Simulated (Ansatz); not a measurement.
## InAs: pressure 2.1 GPa

Start from InAs in the zinc blende structure (space group F-43m, No. 216; a = 6.087 Å).

Perturbation: a hydrostatic pressure of 2.1 GPa.

Level of theory: Ansatz (a program for electronic structure) PBEsol, scalar-relativistic without spin-orbit coupling. Settings: 9×9×9 k-points, 0.05 eV Fermi–Dirac smearing.

```tsv
quantity	base	changed	shift
volume per atom	28.20 Å³	27.23 Å³	-0.961 Å³
density	5.59 g/cm³	5.78 g/cm³	+0.197 g/cm³
lattice parameter a	6.087 Å	6.017 Å	-0.070 Å
shortest interatomic distance	2.636 Å	2.606 Å	-0.030 Å
enthalpy H = E + PV relative to the base's energy	–	+0.36 eV/atom	–
band gap	zero	zero	–
```

Cost of the whole job for the changed cell (relaxation, final SCF and bands): about 17 core-seconds (a rough figure).

The mesh was chosen for an insulator and is coarse for the gapless case. Load acts through the strain it causes; cell and atoms are relaxed under it. Stability against distortions was not tested. Tetrahedral semiconductors of this kind turn to denser phases somewhere between about 1 and 50 GPa; those were not computed, so compressed cells here can lie past the real transition. All final runs are without spin polarisation. The zero or small gap of InAs can change with the level of theory.
